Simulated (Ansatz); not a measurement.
Base system: Mg3Sb2 (space group P-3m1, No. 164; a = 4.596 Å, c = 7.272 Å).

Calculations: DFT with PBE, PAW potentials and a 420 eV plane-wave cutoff in Ansatz (a program for electronic structure), spin-orbit coupling left out, earlier PAW set.

Base values:

Pressure: 0.01 GPa
Gap character: indirect, Γ → k = (0, 0.417, 0.286) in the run's primitive reciprocal basis
Width of the top valence band: 2.47 eV

Perturbation: the cell is scaled by 1.0212 in all directions, atoms relaxed at fixed cell.

Task: Predict the new pressure, energy relative to the base, largest internal atomic displacement, gap character and width of the top valence band.

Result: The pressure (mean of the normal stresses, compression positive) drops by 2.305 GPa to -2.30 GPa; the energy goes up by 13 meV/atom; the largest internal atomic displacement comes out as 0.026 Å; the gap character remains indirect, Γ → k = (0, 0.417, 0.286) in the run's primitive reciprocal basis; the width of the top valence band shrinks by 0.18 eV to 2.29 eV.

Spin-orbit coupling, missing from the scalar runs, can matter with Sb. The cells carry an imposed strain or load. Stability against distortions was not tested. A zero or small gap of Mg3Sb2 can be the functional's error rather than a property of the material.
